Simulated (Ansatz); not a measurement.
Consider ZrS₂ in the fluorite structure (space group Fm-3m, No. 225; a = 6.1886 Å; a hypothetical phase, not in the database extracts checked).

Now apply this change: cell and atoms relaxed at a pressure of 7 GPa.

Levels (all Ansatz, a program for electronic structure, PAW): PBEsol (420 eV, spin-orbit coupling left out); r2SCAN (500 eV, spin-orbit coupling left out).

The geometry is relaxed with PBEsol.

* **PBEsol pressure**: 7.0 GPa

Task: How does going to r2SCAN change the pressure?

Result: The pressure grows by 4.7 GPa, from 7.0 GPa to 11.7 GPa.

Single points use the geometry relaxed with PBEsol. Their cutoffs differ, which shifts pressures a little. Load acts through the strain it causes; cell and atoms are relaxed under it. Whether these cells are dynamically stable was not tested. Competing high-pressure phases were not computed. All final runs are without spin polarisation.
